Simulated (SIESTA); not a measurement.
Worked example: self-consistent single point of HfC (I4mm, 2 atoms in the cell) in SIESTA.

Level of theory: SIESTA 5.4.2 with LDA PW92, numerical atomic orbitals DZP, PseudoDojo LDA standard norm-conserving potentials (rewritten from UPF to PSML).

```
HfC
1.0
    0.00000     2.33160     2.33160
    2.33160     0.00000     2.33160
    2.33160     2.33160     0.00000
Hf C
1 1
Cartesian
  0.00000   0.00000   0.05000
  2.33160   2.33160   2.33160
```

Reference input (self-consistent single point, DFT, LDA PW92, numerical atomic orbitals DZP, PseudoDojo LDA standard norm-conserving potentials (rewritten from UPF to PSML)): XC.functional = LDA; XC.authors = PW92; potentials = PseudoDojo LDA standard; PAO.BasisSize = DZP; PAO.EnergyShift = 0.005 Ry; MeshCutoff = 300 Ry; kgrid.MonkhorstPack = 6 6 6; OccupationFunction = FD; ElectronicTemperature = 0.1 eV; MaxSCFIterations = 150; SCF.Mixer.Method = Broyden; SCF.Mixer.Weight = 0.2. This run's input differs from it in these lines:

```diff
@@ -28,7 +28,8 @@
 %block kgrid.MonkhorstPack
-    6   0   0  0.0
-    0   6   0  0.0
-    0   0   6  0.0
+   10   0   0  0.0
+    0  10   0  0.0
+    0   0  10  0.0
 %endblock kgrid.MonkhorstPack
-OccupationFunction           FD
+OccupationFunction           MP
+OccupationMPOrder            1
 ElectronicTemperature        0.1 eV
```

Output (repeated stretches shortened):

```
        iscf     Eharris(eV)        E_KS(eV)     FreeEng(eV)     dDmax    Ef(eV) dHmax(eV)
   scf:    1    -1676.615461    -1695.791809    -1695.791730  1.657402 -6.814910  9.211415
   scf:    2    -1704.188748    -1700.916931    -1700.916806  0.322724 -5.858732  3.262379
   scf:    3    -1701.731850    -1701.551638    -1701.551484  0.119672 -5.526570  0.838127
   scf:    4    -1701.577927    -1701.566294    -1701.566199  0.074713 -5.630634  0.233007
   scf:    5    -1701.567998    -1701.567300    -1701.567207  0.020978 -5.651775  0.013235
   [... 11 lines left out ...]
   scf:   17    -1701.567317    -1701.567317    -1701.567221  0.000019 -5.655224  0.000058
   scf:   18    -1701.567317    -1701.567317    -1701.567221  0.000015 -5.655227  0.000048
   scf:   19    -1701.567317    -1701.567317    -1701.567221  0.000012 -5.655229  0.000039
   scf:   20    -1701.567317    -1701.567317    -1701.567221  0.000009 -5.655232  0.000032
SCF Convergence by DM+H criterion
max |DM_out - DM_in|         :     0.0000094392
max |H_out - H_in|      (eV) :     0.0000315462
SCF cycle converged after 20 iterations

Using DM_out to compute the final energy and forces

siesta: E_KS(eV) =            -1701.5673

siesta: E_KS - E_eggbox =     -1701.5673

siesta: Atomic forces (eV/Ang):
     1    0.000000    0.000000   -0.390774
     2    0.000000    0.000000    0.382743
   Tot    0.000000    0.000000   -0.008031
   Max    0.390774
   Res    0.223307    sqrt( Sum f_i^2 / 3N )
   Max    0.390774    constrained

Stress tensor Voigt[x,y,z,yz,xz,xy] (kbar):      131.57      131.57      125.91       -0.00       -0.00       -0.00
(Free)E + p*V (eV/cell)    -1703.6191
Target enthalpy (eV/cell)    -1701.5672

siesta: Program's energy decomposition (eV):
siesta: FreeEng =     -1701.567221

   [... lines left out ...]
siesta:     0.082117   -0.000000   -0.000000
siesta:    -0.000000    0.082117   -0.000000
siesta:    -0.000000   -0.000000    0.078585

siesta: Cell volume =         25.350827 Ang**3

siesta: Pressure (static):
siesta:                Solid            Molecule  Units
siesta:          -0.00088154         -0.00100791  Ry/Bohr**3
siesta:          -0.08093931         -0.09254221  eV/Ang**3
siesta:        -129.67906798       -148.26896345  kBar
```

The run converged in 20 iterations. Against the reference run the free energy falls by 2.2 meV/atom, the pressure moves little (-12.89 to -12.97 GPa) and the largest force goes from 0.346 to 0.391 eV/Å.

The starting cell has typed, rounded lattice constants, without a prior relaxation at this level. Its lattice was rescaled by up to half a per cent. One atom was moved a little off its site on purpose. Values carry the incompleteness of an atom-centred basis. With a pressure of about -13 GPa the cell is away from its equilibrium volume at this level.

Cost on one core of a shared machine: roughly 80 s.
